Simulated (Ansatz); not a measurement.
Effect of biaxial strain −0.54 %, plane normal [001], relaxed out of plane on SiC

Base system: SiC in the zinc blende structure (space group F-43m, No. 216; a = 4.356 Å). Axes: x, y, z lie along the cube axes.

Now apply this change: biaxial strain −0.54 %, plane normal [001], relaxed out of plane (Cartesian); in-plane vectors clamped, the third vector and the atoms free.

Computed with Ansatz (an electronic-structure program) r2SCAN, without spin-orbit coupling. Settings: 13×13×13 k-points, 0.05 eV Fermi–Dirac smearing.

The volume per atom falls by 0.076 Å³, from 10.33 Å³ to 10.26 Å³ and the space group changes from F-43m (No. 216) to I-4m2 (No. 119). The shortest interatomic distance falls by 0.0046 Å, from 1.886 Å to 1.882 Å and the energy increases by 0.9 meV/atom. The band gap shrinks by 0.05 eV, from 1.71 eV to 1.66 eV and the gap character is indirect, Γ → X. The electron mass goes from 0.64 mₑ along k, 0.23 mₑ across (at X) to 0.63 mₑ along k, 0.23 mₑ across (at X) and the valence-band top at Γ (three highest levels, from the VBM) becomes 0.00, 0.00, -0.06 eV (base: 0.00, 0.00, 0.00 eV). The valley order (the lowest conduction-band minima on the path, energy above the VBM, named in the base's zone) becomes X along [010] 1.66 eV; X along [001] 1.74 eV (base: X along ⟨100⟩ 1.71 eV) and the out-of-plane strain amounts to +0.35 %. The mean in-plane stress (compression positive) comes out as +2.5 GPa.

Final structure (turned so that z lies along the plane normal):

```yaml
crystal:
  lattice:
    - [3.06376, 0.00000, 0.00000]
    - [0.00000, 3.06376, 0.00000]
    - [1.53188, -1.53188, 2.18572]
  atoms:
    - { symbol: C, position: [0.25000, 0.25000, 0.50000] }
    - { symbol: Si, position: [0.00000, 0.00000, 0.00000] }
```

Cost of the whole job for the changed cell (relaxation, final SCF and bands): around 40 core-seconds (rough).

Effective masses come from finite differences of ±0.01 Å⁻¹. Along k means along the line from Γ to the band edge. No phonon test of stability was made. Labels are those of the standard path for the cell's own space group.
